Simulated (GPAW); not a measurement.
Troubleshooting GPAW: a failed run on Cs₂ScCuCl₆ (Fm-3m, 10 atoms in the cell). The aim is a self-consistent single point with DFT PBEsol, plane waves, GPAW PAW datasets PBEsol (made by gpaw-setup).

Cell that was meant: a = 7.2849 Å, b = 7.2849 Å, c = 7.2849 Å, α = 60.00°, β = 60.00°, γ = 60.00°.

Part of the input:

```python
            xc='PBEsol',
            kpts=(3, 3, 3),
            occupations={'name': 'fixed-uniform'},
            nbands=39,
            convergence={'density': 1e-05},
            symmetry={'symmorphic': False, 'tolerance': 0.0005},
            maxiter=150,
            txt='-')
```

The program printed (abridged):

```
Input parameters:
  convergence: {density: 1e-05}
  kpts: [3 3 3]
  maxiter: 150
  mode: {ecut: 850.0,
         name: pw}
  nbands: 39
  occupations: {name: fixed-uniform}
  symmetry: {symmorphic: False,
             tolerance: 0.0005}
  xc: PBEsol

species:
  Cs:
    name: Caesium
    Z: 55.0
    valence: 9
    core: 46
    charge: 0.0
    file: Cs.PBEsol.gz

    # Using partial waves for Cs as LCAO basis

  Sc:
    name: Scandium
    Z: 21.0
    valence: 11
    core: 10
    charge: 0.0
    file: Sc.PBEsol.gz

    # Using partial waves for Sc as LCAO basis

  Cu:
    name: Copper
    Z: 29.0
    valence: 11
    core: 18
    charge: 0.0
    file: Cu.PBEsol.gz

    # Using partial waves for Cu as LCAO basis

  Cl:
    name: Chlorine
    Z: 17.0
    valence: 7
    core: 10
    charge: 0.0
    file: Cl.PBEsol.gz

    # Using partial waves for Cl as LCAO basis

Reference energy: -564395.340158  # eV

Spin-paired calculation

Traceback (most recent call last):
   [... frames left out ...]
ValueError: Too few bands!  Electrons: 82.000000, bands: 39
```

Question: From the messages shown, name the fault and mend the input.

Answer: The fault is too few bands; here the program stops on it instead of giving results. To fix it, raise the band count or leave it to the default. The program stopped before any SCF iteration.

An input that runs soundly differs in these lines (not the only fix; some lines may just follow from the change or write a value another way):
```diff
-            nbands=39,
-            convergence={'density': 1e-05},
+            nbands=-6,
+            convergence={'density': 1e-05, 'bands': -4},
```

With that input, the run converged in 29 iterations: free energy E − TS (from the program's reference atoms) -40.5094 eV; top of the valence band (on the code's own zero) 3.60 eV; gap on the k-point mesh 1.97 eV; pressure -2.32 GPa; largest force (vector length) 0.020 eV/Å (DFT PBEsol, plane waves, GPAW PAW datasets PBEsol (made by gpaw-setup)).

On the sound input: the starting cell comes from a database of computed structures (which also holds hypothetical and non-ambient phases and stackings), without a prior relaxation at this level.
